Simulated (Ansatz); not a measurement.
Pair distribution function (C-W) of WC (hexagonal), cell W36C36, started from the crystal [in the run: it stayed crystalline; mean temperature 2380 K (target 2500 K); density 14.70 g/cm³, volume +6 % from the start crystal's; mean pressure -1.5 GPa against a target of 0; under uneven stress (diagonal components 2.0 GPa apart); one k-point, which a denser mesh shifts by 0.0 GPa in pressure and 0.05 eV/Å in forces], from MD at 2380 K. Calculation: PBE (plane waves, PAW; Ansatz, an electronic-structure program). Volume per atom 11.06 Å³, mean pressure -1.5 GPa. 

```csv
r (Å),g(r)
1.38,0.00
1.42,0.00
1.46,0.00
1.50,0.00
1.54,0.00
1.58,0.00
1.62,0.00
1.66,0.00
1.70,0.00
1.74,0.00
1.78,0.01
1.82,0.01
1.86,0.04
1.90,0.17
1.94,0.47
1.98,1.17
2.02,1.92
2.06,3.13
2.10,4.30
2.14,5.27
2.18,5.88
2.22,5.95
2.26,5.50
2.30,4.84
2.34,4.14
2.38,3.14
2.42,2.33
2.46,1.51
2.50,1.06
2.54,0.73
2.58,0.44
2.62,0.25
2.66,0.17
2.70,0.08
2.74,0.06
2.78,0.03
2.82,0.01
2.86,0.01
2.90,0.01
2.94,0.00
2.98,0.00
3.02,0.00
3.06,0.00
3.10,0.00
3.14,0.01
3.18,0.01
3.22,0.03
3.26,0.04
3.30,0.09
3.34,0.16
3.38,0.24
3.42,0.36
3.46,0.53
3.50,0.78
3.54,1.01
3.58,1.31
3.62,1.52
3.66,1.73
3.70,1.75
3.74,1.74
3.78,1.68
3.82,1.52
3.86,1.28
3.90,1.02
3.94,0.77
3.98,0.56
4.02,0.37
4.06,0.25
4.10,0.14
4.14,0.09
4.18,0.06
4.22,0.07
4.26,0.08
4.30,0.14
```

Problem. From these data, give where the first shell ends and the number of neighbours in it.

Solution. g is nil from 2.9 to 3.1 Å, so any cut there serves; 6.0 W round each C and 6.0 C round each W in the shell, from n = 4πρ∫r²g(r)dr.
